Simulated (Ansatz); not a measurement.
AlB2-type YSi₂ was calculated with LDA in Ansatz (PAW).

Settings: plane-wave cutoff 520 eV, 18×18×14 k mesh (along the axes of the cell as run), Fermi–Dirac smearing 0.05 eV, scalar-relativistic PAW data made under PBE.

Cell (relaxed at this level):

```
YSi2
1.0
    4.03176     0.00000     0.00000
   -2.01588     3.49161     0.00000
    0.00000     0.00000     3.86654
Y Si
1 2
Direct
  0.00000   0.00000   0.00000
  0.33333   0.66667   0.50000
  0.66667   0.33333   0.50000
```

Question: What does this level give for the bulk modulus?

Answer: 
* **bulk modulus**: 95.2 GPa

The run finds no gap.

Note: the bulk modulus is −V dP/dV from two relaxed cells at ±2 % in volume; the relaxation could not lower the start's symmetry, so the cell can be a saddle point above a distorted one.

Computed values are for the static lattice.

Ansatz is a quantum-chemistry and plane-wave program.
